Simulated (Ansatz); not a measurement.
GaP, response to strain

Base system: GaP in the zinc blende structure (space group F-43m, No. 216; a = 5.391 Å). Axes: x, y, z lie along the cube axes.

Strains are applied to the cell and any free atomic positions relax.

Computed with LDA in Ansatz (plane waves to 420 eV, PAW, spin-orbit coupling left out).

Notes on the quantities. pressure: mean of the normal stresses, compression positive; energy relative to the base: free energy F.

```tsv
variant	band gap	pressure	energy relative to the base	volume per atom	gap character
base	1.38 eV	-0.01 GPa	0 meV/atom	19.59 Å³	–
uniaxial strain ε_zz = −3.00 %	1.03 eV	2.90 GPa	+8.0 meV/atom	19.00 Å³	indirect, Γ → Γ–M (88 % along)
uniaxial strain ε_zz = −2.50 %	1.09 eV	2.39 GPa	+5.5 meV/atom	19.10 Å³	indirect, Γ → Γ–M (88 % along)
uniaxial strain ε_zz = −2.00 %	1.15 eV	?	?	19.20 Å³	indirect, Γ → Γ–M (87 % along)
uniaxial strain ε_zz = −1.00 %	1.27 eV	0.92 GPa	+0.9 meV/atom	19.39 Å³	indirect, Γ → Γ–M (87 % along)
uniaxial strain ε_zz = +0.50 %	?	-0.45 GPa	+0.2 meV/atom	19.69 Å³	indirect, Γ → Γ–X (87 % along)
uniaxial strain ε_zz = +1.00 %	1.35 eV	-0.88 GPa	+0.9 meV/atom	19.78 Å³	indirect, Γ → Γ–X (87 % along)
uniaxial strain ε_zz = +1.50 %	1.34 eV	-1.31 GPa	+2.0 meV/atom	19.88 Å³	indirect, Γ → Γ–X (87 % along)
uniaxial strain ε_zz = +2.50 %	1.31 eV	?	+5.4 meV/atom	20.08 Å³	indirect, Γ → Γ–X (87 % along)
uniaxial strain ε_zz = +3.00 %	1.29 eV	-2.51 GPa	+7.7 meV/atom	20.18 Å³	indirect, Γ → Γ–X (87 % along)
```

### Question
Fill in the withheld entries from the trend.

### Answer

- uniaxial strain ε_zz = −2.00 %, pressure: 1.88 GPa
- uniaxial strain ε_zz = −2.00 %, energy relative to the base: +3.5 meV/atom
- uniaxial strain ε_zz = +0.50 %, band gap: 1.37 eV
- uniaxial strain ε_zz = +2.50 %, pressure: -2.12 GPa

Stability against distortions was not tested. Labels are those of the standard path for the cell's own space group.

Ansatz is an electronic-structure program.
